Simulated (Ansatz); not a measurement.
L1₂ (Cu3Au-type) Al₃Sc, treated with LDA in Ansatz (plane waves, PAW).

Settings: plane-wave cutoff 500 eV, 14×14×14 k mesh, Fermi–Dirac smearing 0.1 eV, scalar-relativistic PAW data made under PBE.

Computed at the level's own relaxed cell.

Problem. Estimate the volume per atom and lattice constant a that the calculation returns.

Solution. 
- volume per atom: 16.39 Å³/atom
- lattice constant a: 4.033 Å

Measured, for comparison: equilibrium volume per atom 17.27 Å³/atom, lattice constant a 4.103 Å (room temperature, no zero-point or thermal correction; as tabulated in A Combined Experimental and First-Principles Based Assessment of …). Computed (rounded) less measured: equilibrium volume per atom -5.1 %, lattice constant a -1.7 %. A static lattice is as a rule a little smaller and stiffer than an uncorrected measurement, which narrows the difference in the lattice constant a and would widen misses of the other sign.

The computed numbers hold no vibrational or temperature effects.

It cost about 40 core-seconds (a rough figure) of CPU time.

Ansatz is a program for electronic structure.
